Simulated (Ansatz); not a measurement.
**TiI3 (Pmmn, No. 59)**

Computed with r²SCAN-D4 (PAW; Ansatz, a quantum-chemistry and plane-wave program).

Run with plane-wave cutoff 500 eV, 6×4×6 k mesh (along the axes of the cell as run), gaussian smearing 0.02 eV, no spin polarisation, scalar-relativistic PAW data made under PBE.

Cell (relaxed at this level):

```yaml
crystal:
  lattice:
    - [6.44750, 0.00000, 0.00000]
    - [0.00000, 12.52156, 0.00000]
    - [0.00000, 0.00000, 7.25051]
  atoms:
    - { symbol: Ti, position: [0.72050, 0.50000, 0.75404] }
    - { symbol: Ti, position: [0.27950, 0.50000, 0.75404] }
    - { symbol: Ti, position: [0.22050, 0.00000, 0.24596] }
    - { symbol: Ti, position: [0.77950, 0.00000, 0.24596] }
    - { symbol: I, position: [0.50000, 0.33876, 0.59296] }
    - { symbol: I, position: [0.50000, 0.66124, 0.59296] }
    - { symbol: I, position: [0.00000, 0.16124, 0.40704] }
    - { symbol: I, position: [0.00000, 0.83876, 0.40704] }
    - { symbol: I, position: [0.50000, 0.84671, 0.09371] }
    - { symbol: I, position: [0.50000, 0.15329, 0.09371] }
    - { symbol: I, position: [0.00000, 0.65329, 0.90629] }
    - { symbol: I, position: [0.00000, 0.34671, 0.90629] }
    - { symbol: I, position: [0.50000, 0.50000, 0.07524] }
    - { symbol: I, position: [0.00000, 0.00000, 0.92476] }
    - { symbol: I, position: [0.50000, 0.00000, 0.55221] }
    - { symbol: I, position: [0.00000, 0.50000, 0.44779] }
```

```json
{
 "band_gap": "0.48 eV (on the SCF k mesh)"
}
```

Spin–orbit coupling is not included; with these elements it can move the gap by several tenths of an eV or more.

The computed numbers hold no vibrational or temperature effects.
